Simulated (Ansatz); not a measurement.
Bond-angle distributions (per cent of the angles at each element, bins of 10°) of a relaxed model of amorphous Si24O47F2 at 2.26 g/cm³. All values below come from PBE, scalar-relativistic without spin-orbit coupling (plane waves to 420 eV, PAW; Ansatz, a quantum-chemistry and plane-wave program).

The cell was made by melting and quenching with the CHGNet potential and then relaxed with DFT. O and F atoms were pushed apart under 1.9 Å during the dynamics, to hinder bonds among them. It is the lowest in DFT energy of 2 quenches. It is a model cell: composition and starting density were chosen by hand, and all elements were melted together. No dispersion term was used. Its density started from a set value of 2.16 and ended at 2.26 g/cm³. The simulated quench (nominally 150 K/ps over its main leg) is rapid and tends to freeze in more defects than a deposited or slowly cooled glass has. One small periodic cell is one sample of the glass; other quenches scatter about these values. The volume was free in the relaxation, at fixed shape. Stress components on the final sampling reach 3.0 GPa.

Cut-offs for bonds: Si-Si 2.60 Å, Si-O 1.90 Å, Si-F 2.02 Å, O-O 1.58 Å, O-F 1.48 Å, F-F 1.37 Å. Two cations that share two anions don't count as bonded, nor two that share one unless they lie closer than Si-Si 2.38 Å.

```tsv
angle (°)	at Si	at O
50-60	0	0
60-70	0	0
70-80	0	0
80-90	0	0
90-100	0	0
100-110	56	0
110-120	39	6
120-130	5	28
130-140	0	21
140-150	0	21
150-160	0	11
160-170	0	13
170-180	0	0
```

They go with these counts of neighbours within the cut-offs, cation contacts included: Si mean 4.0, most often 4; O mean 2.0, most often 2.
